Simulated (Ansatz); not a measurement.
Base system: BeS (space group P4/nmm, No. 129; a hypothetical phase, not in the database extracts checked; layered, stacked along the Cartesian z axis).

```
BeS
1.0
    3.45211     0.00000     0.00000
    0.00000     3.45211     0.00000
    0.00000     0.00000     5.62078
Be S
2 2
Direct
  0.50000   0.50000   0.50000
  0.00000   0.00000   0.50000
  0.50000   0.00000   0.71698
  0.00000   0.50000   0.28302
```

Levels (all Ansatz, an electronic-structure program, PAW): PBEsol (420 eV, spin-orbit coupling left out); HSE06 (420 eV, scalar-relativistic without spin-orbit coupling).

The geometry is relaxed with PBEsol.

| Property | Value |
|---|---|
| PBEsol lowest conduction level above the VBM at special points | Γ 3.39 eV; Z 3.62 eV; M 4.08 eV |

Question: What does HSE06 give at this geometry for the lowest conduction level above the VBM at special points?

Answer: The lowest conduction level above the VBM at special points changes from Γ 3.39 eV; Z 3.62 eV; M 4.08 eV to Γ 4.48 eV; Z 4.74 eV; M 5.17 eV.

Single points use the geometry relaxed with PBEsol. The levels and masses belong to the bands next to the band gap. Whether these cells are dynamically stable was not tested. The base started in Pnma and relaxed to P4/nmm at this level. No dispersion term is included in the PBEsol runs.
